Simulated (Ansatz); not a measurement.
# Response to strain in CsPbCl3

Base system: CsPbCl₃ in the cubic perovskite structure (space group Pm-3m, No. 221).

```
CELL_PARAMETERS angstrom
      5.52086     0.00000     0.00000
      0.00000     5.52086     0.00000
      0.00000     0.00000     5.52086
ATOMIC_POSITIONS crystal
  Cs 0.00000 0.00000 0.00000
  Pb 0.50000 0.50000 0.50000
  Cl 0.50000 0.00000 0.50000
  Cl 0.00000 0.50000 0.50000
  Cl 0.50000 0.50000 0.00000
```

Strains are applied to the cell and any free atomic positions relax.

Level of theory: Ansatz (a first-principles code), LDA, PAW, cutoff 420 eV, no spin-orbit coupling.

Candidates:
(a) isotropic strain +0.60 %
(b) isotropic strain +3.00 %
(c) isotropic strain +1.80 %

Before the change:

Band gap: 1.53 eV

Order them by band gap, highest first.

(b) isotropic strain +3.00 % (1.92 eV), (c) isotropic strain +1.80 % (1.77 eV), (a) isotropic strain +0.60 % (1.61 eV)

Spin-orbit coupling, missing from the scalar runs, can matter with Pb. Whether these cells are dynamically stable was not tested. Many cubic perovskites are stable only at high temperature; tilts and polar distortions were not tested. This is not the structure that CsPbCl3 has at room temperature and ambient pressure.
